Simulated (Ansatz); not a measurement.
An Ansatz (a first-principles code) run: hypothetical I4/mmm MgB2 with a change (isotropic strain +0.22 %); DFT with PBEsol, PAW potentials and a 420 eV plane-wave cutoff in Ansatz, without spin-orbit coupling.

Input:

Ansatz 0.2 input:
```yaml
crystal:
  lattice:
    - [-1.334922754, 1.334922754, 4.1860386365]
    - [1.334922754, -1.334922754, 4.1860386365]
    - [1.334922754, 1.334922754, -4.1860386365]
  atoms:
    - { symbol: Mg, position: [0, 0, 0] }
    - { symbol: B, position: [0.2832781294, 0.2832781294, 0] }
    - { symbol: B, position: [0.7167218706, 0.7167218706, 0] }
basis: { ecutwfc: 420, ecutrho_ratio: 4, xc_grid: 2, fft_grid_basis: typed }
kpoints: { mp_grid: { grid: [30, 30, 30] } }
hamiltonian:
  xc: pbesol
  dispersion: none
  pseudopotentials: { kind: paw }
scf: { occupations: { method: fermi_dirac, width: 0.1 }, convergence: { dr2_threshold: 0.0000000003 } }
relax: { f_tol: 0.005, max_steps: 50 }
output: { forces: true, stress: true }
checkpoint: { write: state.ck, write_every: 1000 }
```

Output (explanatory and most iteration lines left out):

```
Relaxation: its limit of steps is 50 (relax.max_steps)
Pseudopotential: Mg, paw, valence charge 10
Pseudopotential: B, paw, valence charge 3
Crystal: 3 atoms, lattice volume = 29.838 Å³
Basis set: ecut = 420 eV, 585 PW (Γ), exchange–correlation on 64×64×64 points (8 copies of the dense FFT grid, shifted against one another)
Bands: 12, of which v1, the nominal top of the filled ones, is band 8 counted from 1 (7 counted from 0)
Symmetry: 16 space group operations
Space group: I4/mmm (ITA 139), of the structure as read, at distance tolerance 3.1e-5 Å
k-points: 1992 of 27000
Functional: x = pbesol(κ = 0.804, μ = 0.12345679012345678), c = pbesol(β = 0.046)
SCF iter   1: F=—  HF=-2214.656674 eV  |F-HF|=—  |Δ(HF+E_count)|=         —  Δρ=4.89e-3  dr2=5.06e-3  ethr=1.77e-3  ⟨swp⟩=5.0  Hψ=128575  notcnv=0
SCF iter   2: F=—  HF=-2214.655630 eV  |F-HF|=—  |Δ(HF+E_count)|=   1.04e-3  Δρ=2.87e-3  dr2=1.87e-3  ethr=3.16e-5  ⟨swp⟩=1.4  Hψ=41400  notcnv=0
SCF 1 converged in 7 iterations: F = -2214.655030 eV  dr2 = 2.98e-10
relax step   1: F+E_penalty+E_count = -2214.65502977 eV  Δ(F+E_penalty+E_count) = +0.000e0 eV  max|allowed force component| = 2.091e-2 eV/Å  Δτ_max = 0.0000 Å  (7 SCF iters, accepted)
Crystal: 3 atoms, lattice volume = 29.838 Å³
SCF iter   1: F=—  HF=-2214.655071 eV  |F-HF|=—  |Δ(HF+E_count)|=         —  Δρ=1.26e-4  dr2=9.30e-6  ethr=5.81e-8  ⟨swp⟩=1.0  Hψ=95883  notcnv=0
SCF iter   2: F=—  HF=-2214.655064 eV  |F-HF|=—  |Δ(HF+E_count)|=   7.78e-6  Δρ=3.94e-5  dr2=1.13e-6  ethr=5.81e-8  ⟨swp⟩=2.0  Hψ=30246  notcnv=0
SCF 2 converged in 5 iterations: F = -2214.655063 eV  dr2 = 1.23e-11
relax step   2: F+E_penalty+E_count = -2214.65506264 eV  Δ(F+E_penalty+E_count) = -3.287e-5 eV  max|allowed force component| = 1.023e-2 eV/Å  Δτ_max = 0.0011 Å  (5 SCF iters, accepted)
Crystal: 3 atoms, lattice volume = 29.838 Å³
SCF iter   1: F=—  HF=-2214.655081 eV  |F-HF|=—  |Δ(HF+E_count)|=         —  Δρ=1.21e-4  dr2=8.57e-6  ethr=5.33e-7  ⟨swp⟩=2.0  Hψ=63439  notcnv=0
SCF iter   2: F=—  HF=-2214.655073 eV  |F-HF|=—  |Δ(HF+E_count)|=   8.37e-6  Δρ=3.79e-5  dr2=1.05e-6  ethr=5.35e-8  ⟨swp⟩=1.4  Hψ=40737  notcnv=0
SCF 3 converged in 5 iterations: F = -2214.655073 eV  dr2 = 1.19e-11
relax step   3: F+E_penalty+E_count = -2214.65507297 eV  Δ(F+E_penalty+E_count) = -1.034e-5 eV  max|allowed force component| = 2.678e-6 eV/Å  Δτ_max = 0.0010 Å  (5 SCF iters, accepted)
SCF converged after 5 iterations
Free energy (F): -2214.655073 eV
Internal energy: -2214.621771 eV  (E = F + TS)
E sigma→0 (E₀):  -2214.638422 eV
Entropy (-TS):   -0.033302 eV (-11.101 meV/atom)
Fermi energy:    9.624022 eV
--- Forces (eV/Å), atoms counted from 1 ---
  atom   1  Mg     0.00000000     0.00000000    -0.00000000
  atom   2  B      0.00000000     0.00000000    -0.00000268
  atom   3  B      0.00000000     0.00000000     0.00000268
--- Stress (GPa, compression-positive) ---
       -0.731998       0.000000       0.000000
        0.000000      -0.731998       0.000000
        0.000000       0.000000      -0.753292
  P = ⅓ Tr σ = -0.7391 GPa (-7.391 kbar)
--- Relaxed structure (3 steps of the walk, 3 accepted, 0 SCFs on fresh bases) ---
  atoms:
    - { symbol: Mg, position: [-8.63347798586032e-21, -8.633477985860314e-21, -5.72958239451086e-36] }
    - { symbol: B, position: [0.2830313372007429, 0.2830313372007429, 1.1740947529735361e-36] }
    - { symbol: B, position: [0.7169686627992571, 0.7169686627992571, 4.555487641537321e-36] }
```

Stability against distortions was not tested. The final runs are not spin-polarised. The cell was made from MgB2 (space group I4/mmm, No. 139; a hypothetical phase, not in the database extracts checked) by this change: isotropic strain +0.22 %.
